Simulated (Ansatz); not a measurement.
Ge (start mp-1061054), treated with HSE06 (Ansatz, an electronic-structure program, PAW).

Run with plane-wave cutoff 520 eV, 10×10×10 k mesh, Fermi–Dirac smearing 0.03 eV, scalar-relativistic PAW data made under PBE.

Starting structure:

```
Ge
1.0
   -2.49590     2.65087     1.43694
    2.49590    -2.65087     1.43694
    2.49590     2.65087    -1.43694
Ge
2
Cartesian
  2.49590  -1.32543   1.25284
  0.00000   3.97630   0.18410
```

Into what structure does the relaxation of cell and atoms lead at this level, with the symmetry of the start kept?

The volume shrinks by 2.3 %; final space group I4_1/amd.
```
Ge
1.0
   -2.55076     2.55095     1.42680
    2.55076    -2.55095     1.42680
    2.55076     2.55095    -1.42680
Ge
2
Direct
  0.12500   0.87500   0.25000
  0.87500   0.12500   0.75000
```

Note: the relaxation could not lower the start's symmetry, so the cell can be a saddle point above a distorted one.

A start named mp-… is a Materials Project structure, which need not be a measured phase.
